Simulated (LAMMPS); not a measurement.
MD of Li (bcc) at zero pressure, 250 atoms, as a crystal; each row is its own run.

Model: MD with a machine-learned potential, pair style snap, file Li_Zuo_JPCA2020.quadratic.snap; code LAMMPS.

```csv
T (K),volume (Å³/atom)
200,21.025
270,21.196
300,21.275
410,21.627
480,21.880
```

Task: Fit a straight line, y = a + b x, to these rows (x is the first column, y the second) and predict the run at x = 340.

Result: Least squares gives a = 20.378 and b = 0.003081. At x = 340 the fit predicts 21.425 Å³/atom. The run itself gave 21.40 ± 0.02 Å³/atom, so the fit is 0.14 % high.

Caution (rows 200; 270; 300; 340): nuclei are classical, which matters for such light atoms.

Caution (rows 410; 480): a run this short can hold a crystal over, or a liquid under, the potential's own melting point, which these runs don't give.

Caution (row 480): this crystal lies over the measured melting point of 454 K, so it is superheated or the potential melts high.
